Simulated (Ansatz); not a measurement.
**Zr3N4 (I-43d): band-edge transport data**

Given:

```
Zr3N4
1.0
   -3.35133     3.35133     3.35133
    3.35133    -3.35133     3.35133
    3.35133     3.35133    -3.35133
Zr N
6 8
Direct
  0.87500   0.12500   0.75000
  0.62500   0.37500   0.25000
  0.75000   0.87500   0.12500
  0.25000   0.62500   0.37500
  0.12500   0.75000   0.87500
  0.37500   0.25000   0.62500
  0.64175   0.64175   0.64175
  0.35825   0.50000   0.00000
  0.50000   0.00000   0.85825
  0.00000   0.35825   0.50000
  0.85825   0.50000   0.00000
  0.14175   0.14175   0.14175
  0.00000   0.85825   0.50000
  0.50000   0.00000   0.35825
```

These are PBEsol, rigid bands (plane waves, PAW, scalar-relativistic; Ansatz, a quantum-chemistry and plane-wave program) values and carry that method's errors. Cell: cell and atoms relaxed with PBEsol.

The band gap is 0.76 eV. The electron conductivity mass (300 K, dilute) comes out as 0.38 mₑ and the hole conductivity mass (300 K, dilute) is 0.84 mₑ. The effective density of states N_c (300 K) comes out as 1.2e19 cm⁻³, the effective density of states N_v (300 K) is 1.9e20 cm⁻³ and the density-of-states mass, electrons is 0.61 mₑ. The density-of-states mass, holes comes out as 3.9 mₑ. The Seebeck coefficient, n-type 1e19 cm⁻³, 300 K is -231 μV/K. The best n-type power factor at 300 K for τ = 10 fs (best axis; densities from 1e16 to 1e21 cm⁻³ tried, whether or not they can be reached) is 4.8 μW/(cm·K²) at 3e19 cm⁻³. The Seebeck coefficient, p-type 1e19 cm⁻³, 300 K comes out as 434 μV/K and the best p-type power factor at 300 K for τ = 10 fs (best axis; densities from 1e16 to 1e21 cm⁻³ tried, whether or not they can be reached) is 22 μW/(cm·K²) at 3e20 cm⁻³.

Rigid bands; masses and Seebeck coefficients take one relaxation time τ for all states and one kind of carrier; polarons and phonon drag are left out. Spin-orbit coupling is left out; where it splits the top of the valence band, N_v and the p-type Seebeck coefficient come out somewhat high without it.

Computed structure with no diffraction record at hand here (it may be known, metastable or hypothetical): Zr3N4 (I-43d).
